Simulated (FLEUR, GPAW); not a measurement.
A FLEUR input for a self-consistent single point of Co2As (P-6m2, 3 atoms in the cell) (DFT, PBEsol, all-electron FLAPW (FLEUR), scalar-relativistic valence):

Input of the input generator:

```
scf Co2As
&input film=f /
3.8494261697 -0.0000000394 0.0000000000
-1.9247130508 3.3337008727 0.0000000000
0.0000000000 0.0000000000 2.7138480000
1.8897261246
1.0 1.0 1.0

3
27 0.6666666667 0.3333333333 0.0000000000 : 3.00
27 0.3333333333 0.6666666667 0.5000000000 : 3.00
33 -0.0000000000 0.0000000000 0.5000000000 : 0.00

&comp jspins=2 /
&exco xctyp='PBEs' /
&kpt div1=7 div2=7 div3=8 gamma=t /
&end /
```

```xml
<?xml version="1.0" encoding="UTF-8" standalone="no"?>
<fleurInput fleurInputVersion="0.39">
   <comment>
      scf Co2As                                                                                           
   </comment>
   <calculationSetup>
      <cutoffs Kmax="4.1" Gmax="12.3" GmaxXC="12.3" numbands="0"/>
      <scfLoop itmax="60" minDistance="0.00001" maxIterBroyd="25" imix="Anderson" alpha="0.05" precondParam="0.0" spinf="2.0"/>
      <coreElectrons ctail="T" frcor="F" kcrel="0" coretail_lmax="0"/>
      <xcFunctional name="PBEs" relativisticCorrections="F"/>
      <magnetism jspins="2"/>
      <soc l_soc="F" theta="0.0" phi="0.0" spav="F"/>
      <expertModes spex="0" secvar="F"/>
      <geometryOptimization l_f="T" forcealpha="1.0" forcemix="BFGS" epsdisp="0.00001" epsforce="0.00001"/>
      <ldaU l_linMix="F" mixParam="0.05" spinf="1.0"/>
   </calculationSetup>
   <cell>
      <bzIntegration valenceElectrons="45.0" mode="hist" fermiSmearingEnergy="0.00367493">
         <kPointListSelection listName="default-1"/>
         <!-- k-points included here -->
         <xi:include xmlns:xi="http://www.w3.org/2001/XInclude" href="kpts.xml"> </xi:include>
      </bzIntegration>
      <!-- symmetry operations included here -->
      <xi:include xmlns:xi="http://www.w3.org/2001/XInclude" href="sym.xml"> </xi:include>
      <bulkLattice scale="1.0">
         <bravaisMatrix>
            <row-1>    7.2743611976010030    -0.0000000744552093     0.0000000000000000</row-1>
            <row-2>   -3.6371805344553270     6.2997816307430092     0.0000000000000000</row-2>
            <row-3>    0.0000000000000000     0.0000000000000000     5.1284294637934602</row-3>
         </bravaisMatrix>
      </bulkLattice>
   </cell>
   <atomSpecies>
      <species name="Cobalt (Co3.000" element="Co" atomicNumber="27">
         <mtSphere radius="1.96" gridPoints="677" logIncrement="0.018"/>
         <atomicCutoffs lmax="8" lnonsphr="6"/>
         <electronConfig flipSpins="F">
            <coreConfig>(1s1/2) (2s1/2) (2p1/2) (2p3/2) (3s1/2)</coreConfig>
            <valenceConfig>(3p1/2) (3p3/2) (4s1/2) (3d3/2) (3d5/2)</valenceConfig>
            <stateOccupation state="(3d3/2)" spinUp="2.0" spinDown="0.8"/>
            <stateOccupation state="(3d5/2)" spinUp="3.0" spinDown="1.2"/>
         </electronConfig>
         <energyParameters s="4" p="4" d="3" f="4"/>
         <lo type="SCLO" l="1" n="3" eDeriv="0"/>
      </species>
      <species name="Arsenic (As)" element="As" atomicNumber="33">
         <mtSphere radius="1.96" gridPoints="677" logIncrement="0.018"/>
         <atomicCutoffs lmax="8" lnonsphr="6"/>
         <electronConfig flipSpins="F">
            <coreConfig>(1s1/2) (2s1/2) (2p1/2) (2p3/2) (3s1/2) (3p1/2) (3p3/2)</coreConfig>
            <valenceConfig>(4s1/2) (3d3/2) (3d5/2) (4p1/2) (4p3/2)</valenceConfig>
            <stateOccupation state="(4p1/2)" spinUp="0.5" spinDown="0.5"/>
            <stateOccupation state="(4p3/2)" spinUp="1" spinDown="1"/>
         </electronConfig>
         <energyParameters s="4" p="4" d="3" f="4"/>
         <lo type="HELO" l="2" n="4" eDeriv="0"/>
      </species>
   </atomSpecies>
   <atomGroups>
      <atomGroup species="Cobalt (Co3.000">
         <relPos label="                   1">-1.000/3.000 1.000/3.000 .0000000000</relPos>
         <force calculate="T" relaxXYZ="TTT"/>
      </atomGroup>
      <atomGroup species="Cobalt (Co3.000">
         <relPos label="                   2">1.000/3.000 -1.000/3.000 1.000/2.000</relPos>
         <force calculate="T" relaxXYZ="TTT"/>
      </atomGroup>
      <atomGroup species="Arsenic (As)">
         <relPos label="                   3">.0000000000 .0000000000 1.000/2.000</relPos>
         <force calculate="T" relaxXYZ="TTT"/>
      </atomGroup>
   </atomGroups>
   <output dos="F" band="F" slice="F">
      <checks vchk="F" cdinf="F"/>
      <bandDOS minEnergy="-.5*Htr" maxEnergy="0.5*Htr" sigma="0.015" storeEVData="T"/>
      <vacuumDOS vacdos="F" integ="F" star="F" nstars="0" locx1="0.0" locy1="0.0" locx2="0.0" locy2="0.0" nstm="0" tworkf="0.0"/>
      <unfoldingBand unfoldBand="F" supercellX="1" supercellY="1" supercellZ="1"/>
      <plotting iplot="0" polar="F">
         <plot TwoD="T" vec1="  1.0  0.0  0.0" vec2="  0.0  1.0  0.0" vec3="  0.0  0.0  1.0" zero="  0.0  0.0  0.0" file="plot"/>
      </plotting>
      <chargeDensitySlicing numkpt="0" minEigenval="0.0" maxEigenval="0.0" nnne="0" pallst="F"/>
      <specialOutput eonly="F"/>
      <magneticCircularDichroism mcd="F" energyLo="-10.0" energyUp="0.0"/>
   </output>
  <!-- We include the file relax.xml here to enable relaxations (see documentation) -->
  <xi:include xmlns:xi="http://www.w3.org/2001/XInclude" href="relax.xml"> <xi:fallback/> </xi:include>
</fleurInput>
```

Give the GPAW input for the same structure, mesh, smearing and functional.

One input that does it (others would too):

```python
from ase import Atoms
from ase.units import GPa
from gpaw import GPAW

atoms = Atoms(['Co', 'Co', 'As'],
              cell=[[3.849426, 0.000000, 0.000000],
                    [-1.924713, 3.333701, 0.000000],
                    [0.000000, 0.000000, 2.713848]],
              scaled_positions=[[0.666667, 0.333333, 0.000000],
                                [0.333333, 0.666667, 0.500000],
                                [0.000000, 0.000000, 0.500000]],
              pbc=True)

atoms.set_initial_magnetic_moments([3.0, 3.0, 0.0])

calc = GPAW(spinpol=True,
            mode={'name': 'pw', 'ecut': 800},
            xc='PBEsol',
            kpts={'size': (7, 7, 8), 'gamma': True},
            occupations={'name': 'fermi-dirac', 'width': 0.1},
            nbands=-11,
            symmetry={'symmorphic': False, 'tolerance': 0.0005},
            maxiter=120,
            txt='-')

atoms.calc = calc

energy = atoms.get_potential_energy()
print('Energy (eV):', round(energy, 6))
forces = atoms.get_forces()
print('Forces (eV/Ang):')
print(forces.round(5))
stress = atoms.get_stress()
print('Stress (GPa, Voigt):', (stress / GPa).round(4))
```

Basis settings and potentials, where a program has them, do not carry over. This input uses DFT PBEsol, plane waves, GPAW PAW datasets PBEsol (made by gpaw-setup). Both were run: size of the net moment 0.49 μB/atom in FLEUR and 0.50 in GPAW.

On GPAW: the starting cell comes from a database of computed structures (which also holds hypothetical and non-ambient phases and stackings), without a prior relaxation at this level. Its lattice was rescaled by a random factor within 2.5 % of one. The magnetic order is the one reached from the typed start; others were not searched systematically.

On FLEUR: the starting cell comes from a database of computed structures (which also holds hypothetical and non-ambient phases and stackings), without a prior relaxation at this level. Its lattice was rescaled by a random factor within 2.5 % of one. The magnetic order is the one reached from the typed start; others were not searched systematically. Values depend on the basis (sphere radii, cutoffs, local orbitals), which need not be converged.
